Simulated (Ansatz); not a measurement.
Structures of equal composition on the (111) surface of fcc Pd: a layer of Nb in place of the second plane; a layer of Nb in place of the third plane. The slabs share one bottom face, and each structure is named by its start. These are constructed structures in small cells; real faces may alloy, dewet or reconstruct in larger ones, and not all known structures of the face are among them. Slabs of about 11 Å with all that they carry, Fermi-Dirac smearing of 0.1 eV. Bottom of the slabs: a bare face, its two planes held. Relaxed from the named starts with such symmetry as they have, on meshes of like density; energies extrapolated to zero smearing; no spin-orbit coupling, no U. Spin-polarised runs, if any, are marked in brackets, and their order is one that fits the cell; the others ran without spin.

Method: PBE (plane waves to 420 eV, PAW; Ansatz, an electronic-structure program).

Task: Put the candidates in order of energy per 1x1 cell, lowest first, for PBE.

Result: a layer of Nb in place of the second plane (0.000 eV), a layer of Nb in place of the third plane (0.088 eV)
